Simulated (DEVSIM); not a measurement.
Device: illuminated Si n-on-p cell, one wavelength, at 300 K.

| layer (left to right) | material | thickness (μm) | Nd (cm⁻³) | Na (cm⁻³) | τn (s) | τp (s) | absorption coefficient (cm⁻¹) |
|---|---|---|---|---|---|---|---|
| 1 | Si | 0.970 | 6e17 | - | 1.1e-6 | 3.6e-7 | 6300 |
| 2 | Si | 71.0 | - | 8.7e15 | 1.9e-6 | 1.9e-6 | 6300 |

Left contact: ohmic, minority hole recombination velocity 80000 cm/s. Right contact: ohmic, minority electron recombination velocity 20000 cm/s. Voltage is applied to the left contact. Recombination: SRH at mid-gap, radiative, Auger. Gap narrowing is on: ΔEg = 6.92 meV × (l + √(l² + 0.5)), l = ln(N/1.3e17 cm⁻³), shared equally by both band edges. Light enters at the left, 2.8e16 photons cm⁻² s⁻¹, one pass, no reflection. Mobility is μmin + (μ − μmin)/(1 + (N/Nref)^α).

This is a model device: material constants are rounded textbook-type values typed into the input, and sizes, dopings and lifetimes were drawn at random. Values at 300 K.

| parameter | Si |
|---|---|
| gap (eV) | 1.124 |
| affinity (eV) | 4.05 |
| permittivity | 11.7 |
| Nc (cm⁻³) | 2.86e19 |
| Nv (cm⁻³) | 3.1e19 |
| μn (cm²/Vs) | 1417 |
| μp (cm²/Vs) | 470 |
| μn,min | 52 |
| μp,min | 45 |
| Nref,n | 9.7e16 |
| Nref,p | 2.2e17 |
| αn | 0.68 |
| αp | 0.72 |
| B (cm³/s) | 4.7e-15 |
| Cn (cm⁶/s) | 2.8e-31 |
| Cp (cm⁶/s) | 9.9e-32 |

Model (solved in DEVSIM): 1D drift-diffusion, Boltzmann statistics, complete ionisation; no tunnelling, impact ionisation, image-force lowering or self-heating.

The recombination velocity at the right contact was swept, all else fixed.

```
recombination velocity at the right contact (cm/s)  share of generated pairs collected at short circuit  largest power (mW/cm²)  dark forward voltage at 100 A/cm² (V)  short-circuit current (mA/cm²)
--------------------------------------------------  ---------------------------------------------------  ----------------------  -------------------------------------  ------------------------------
10                                                                                                0.838                    1.55                                  0.871                            3.76
100                                                                                               0.838                    1.55                                  0.864                            3.76
1000                                                                                              0.837                    1.55                                  0.859                            3.76
10000                                                                                             0.834                    1.51                                  0.869                            3.74
20000                                                                                             0.833                    1.50                                  0.874                            3.74
1e5                                                                                               0.832                    1.50                                  0.884                            3.73
1e6                                                                                               0.832                    1.49                                  0.888                            3.73
1e7                                                                                               0.832                    1.49                                  0.889                            3.73
```

From the first row to the last the share of generated pairs collected at short circuit goes from 0.838 to 0.832. From the first row to the last the largest power goes from 1.55 to 1.49.
